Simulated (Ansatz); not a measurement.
A self-consistent single point of NaAu2 (R3m, 6 atoms in the cell) with Ansatz (a first-principles code).

Method of the run: PBEsol, default PAW files made with PBE (plane waves; Ansatz).

The change in words: lattice scaled by 0.98; basis.ecutrho_ratio: default → 12. Reference geometry:
```xyz
6
Lattice="0.0000 3.9329 3.9329 3.9329 0.0000 3.9329 3.9329 3.9329 0.0000" Properties=species:S:1:pos:R:3 pbc="T T T"
Na     5.9282     5.9282     5.9282
Na     3.9329     3.9329     3.9329
Au     2.9497     0.9832     2.9497
Au     0.9832     0.9832     0.9832
Au     0.9832     2.9497     2.9497
Au     2.9497     2.9497     0.9832
```

Reference input (self-consistent single point, DFT, PBEsol, plane waves, default PAW files made with PBE): basis.ecutwfc = 30.9 Ry; kpoints.mp_grid.grid = 5 5 5; hamiltonian.xc = pbesol; hamiltonian.pseudopotentials = {kind: paw} (the program's default PAW files); scf.occupations.method = fermi_dirac; scf.occupations.width = 0.0073 Ry. This run's input differs from it in these lines:

Ansatz 0.2 input:
```diff
@@ -3,5 +3,5 @@
   lattice:
-    - [0.00000000, 3.93287800, 3.93287800]
-    - [3.93287800, 0.00000000, 3.93287800]
-    - [3.93287800, 3.93287800, 0.00000000]
+    - [0.00000000, 3.85422000, 3.85422000]
+    - [3.85422000, 0.00000000, 3.85422000]
+    - [3.85422000, 3.85422000, 0.00000000]
   atoms:
@@ -15,2 +15,3 @@
   ecutwfc: 30.9 Ry
+  ecutrho_ratio: 12
 kpoints:
```

Log, with long lists cut:

```
SCF iter   1: F=—  HF=-54982.179876 eV  |F-HF|=—  |Δ(HF+E_count)|=         —  Δρ=4.24e-3  dr2=1.72e-2  ethr=1.77e-3  ⟨swp⟩=6.0  Hψ=3748  notcnv=0  defer=27
all-band conjugate gradients solve this SCF's bands
preconditioner: auto → Resta (q_TF=auto, 2.640 Å⁻¹)
SCF iter   2: F=—  HF=-54982.177097 eV  |F-HF|=—  |Δ(HF+E_count)|=   2.78e-3  Δρ=1.44e-3  dr2=1.21e-3  ethr=1.83e-5  ⟨swp⟩=2.3  Hψ=1829  notcnv=0  defer=31
SCF iter   3: F=—  HF=-54982.176851 eV  |F-HF|=—  |Δ(HF+E_count)|=   2.47e-4  Δρ=4.67e-4  dr2=8.90e-5  ethr=1.29e-6  ⟨swp⟩=2.0  Hψ=1415  notcnv=0  defer=31
SCF iter   4: F=—  HF=-54982.176915 eV  |F-HF|=—  |Δ(HF+E_count)|=   6.43e-5  Δρ=5.32e-5  dr2=1.83e-6  ethr=9.47e-8  ⟨swp⟩=2.0  Hψ=1867  notcnv=0  defer=31
SCF iter   5: F=—  HF=-54982.176915 eV  |F-HF|=—  |Δ(HF+E_count)|=   4.75e-7  Δρ=1.32e-5  dr2=1.67e-7  ethr=1.95e-9  ⟨swp⟩=2.2  Hψ=1730  notcnv=0  defer=31
SCF iter   6: F=-54982.176915 eV  HF=-54982.176915 eV  |F-HF|=2.63e-9  |Δ(HF+E_count)|=   1.97e-8  Δρ=3.32e-6  dr2=1.27e-8  ethr=1.06e-10  ⟨swp⟩=9.8  Hψ=4302  notcnv=0
SCF 1 converged in 6 iterations: F = -54982.176915 eV  dr2 = 1.27e-8
Free energy (F): -54982.176915 eV
Internal energy: -54982.151531 eV  (E = F + TS)
E sigma→0 (E₀):  -54982.164223 eV
Entropy (-TS):   -0.025385 eV (-4.231 meV/atom)
Fermi energy:    13.958203 eV
--- Forces (eV/Å), atoms counted from 1 ---
  atom   1  Na    -0.05802347    -0.05802347    -0.05802347
  atom   2  Na     0.01386577     0.01386577     0.01386577
  atom   3  Au     0.01086900     0.02393709     0.01086900
  atom   4  Au    -0.00148736    -0.00148736    -0.00148736
  atom   5  Au     0.02393709     0.01086900     0.01086900
  atom   6  Au     0.01086900     0.01086900     0.02393709
--- Stress (GPa, compression-positive) ---
        3.152757      -0.000042      -0.000042
       -0.000042       3.152757      -0.000042
       -0.000042      -0.000042       3.152757
  P = ⅓ Tr σ = 3.1528 GPa (31.528 kbar)
  The stress holds the Pulay correction. Without it, at fixed plane waves, as pw.x and ABINIT print it: P = 3.1212 GPa
```

The run converged in 6 iterations. Against the reference run the free energy rises by 2.1 meV/atom, the pressure goes from -2.26 to 3.15 GPa and the largest force goes from 0.081 to 0.100 eV/Å.

The starting cell comes from a database of computed structures (which also holds hypothetical and non-ambient phases and stackings), without a prior relaxation at this level. Its lattice was rescaled by up to half a per cent. One atom was moved a little off its site on purpose. For this run, on top of that: lattice scaled by 0.98. Ansatz's pressure includes its estimate of the finite-basis (Pulay) stress.
